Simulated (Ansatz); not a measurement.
Pressure series in HfO2

The reference is HfO2 in the fluorite structure (space group Fm-3m, No. 225; a = 5.0585 Å).

Cell and atoms are relaxed at each pressure.

The values are results of r2SCAN (Ansatz, a first-principles code; PAW; 500 eV plane waves; spin-orbit coupling left out), not measurements.

Computed cases, in order: pressure −2 GPa; pressure −1 GPa; 0 GPa (base); pressure 3 GPa; pressure 7 GPa; pressure 15 GPa; pressure 30 GPa; pressure 50 GPa; pressure 75 GPa; pressure 100 GPa.

Question: Between which two neighbouring cases does the gap turn between direct and indirect?

Answer: Between pressure 75 GPa (4.78 eV, direct at X) and pressure 100 GPa (4.84 eV, indirect, X → Γ). The whole series: pressure −2 GPa: 4.28 eV, direct at X; pressure −1 GPa: 4.29 eV, direct at X; 0 GPa (base): 4.30 eV, direct at X; pressure 3 GPa: 4.33 eV, direct at X; pressure 7 GPa: 4.37 eV, direct at X; pressure 15 GPa: 4.43 eV, direct at X; pressure 30 GPa: 4.54 eV, direct at X; pressure 50 GPa: 4.66 eV, direct at X; pressure 75 GPa: 4.78 eV, direct at X; pressure 100 GPa: 4.84 eV, indirect, X → Γ.

Spin-orbit coupling, missing from the scalar runs, can matter with Hf. Load acts through the strain it causes; cell and atoms are relaxed under it. Whether these cells are dynamically stable was not tested. No other phases were tried under pressure. This is not the structure that HfO2 has at room temperature and ambient pressure.
